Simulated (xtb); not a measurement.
xtb 6.7.1, GFN2-xTB: Ti(NH2)2(Me)2 ([CH3][Ti]([CH3])([NH2])[NH2]), 15 atoms. The geometry is a generated start, not checked to be a minimum at this level.

```json
{
 "method": "GFN2-xTB",
 "--acc": "1 (default)",
 "--etemp (K)": "300 (default)",
 "detailed input (--input)": "none: ANC optimiser, Lindh (1995) Hessian, microcycle=20, maxdispl=1.0, hlow=0.01 (default)",
 "basis_functions": "36",
 "valence_electrons": "32"
}
```

```xyz
15

Ti     0.2770    -0.0504     0.0703
N      1.5308    -0.3199    -1.2778
H      2.0811    -1.1585    -1.4604
H      1.8984     0.4325    -1.8618
N      0.8232    -0.0527     1.8484
H      0.9047    -0.8847     2.4370
H      1.3029     0.7162     2.3233
C     -0.6520     1.7799    -0.3060
H     -1.4929     1.9533     0.3813
H     -1.0401     1.8170    -1.3360
H      0.0606     2.6100    -0.1836
C     -1.2092    -1.5036    -0.1318
H     -0.8389    -2.3936    -0.6638
H     -2.0729    -1.1150    -0.6940
H     -1.5728    -1.8305     0.8551
```

Charge 0 and multiplicity 1 are set for this test and not shown to be the ground state.

The structure is relaxed from this start with --opt LEVEL for the levels crude, sloppy, loose, lax, normal, tight, vtight, extreme, once each. Up to the end of the extreme run atoms move by at most 0.98 Å along an axis.

Question: What is the loosest level that ends within 1 meV of the extreme run, and how many cycles does it take?

Answer: normal: 62 cycles against 86, ending 0.66 meV above.

| level | cycles | energy above the extreme run (meV) | gradient norm (eV/Å) |
|---|---|---|---|
| crude | 1 | 46 | 0.16 |
| sloppy | 1 | 46 | 0.16 |
| loose | 1 | 46 | 0.16 |
| lax | 45 | 6.5 | 0.092 |
| normal | 62 | 0.66 | 0.048 |
| tight | 69 | 0.37 | 0.016 |
| vtight | 81 | under 0.01 | 0.0032 |
| extreme | 86 | — | 0.0018 |
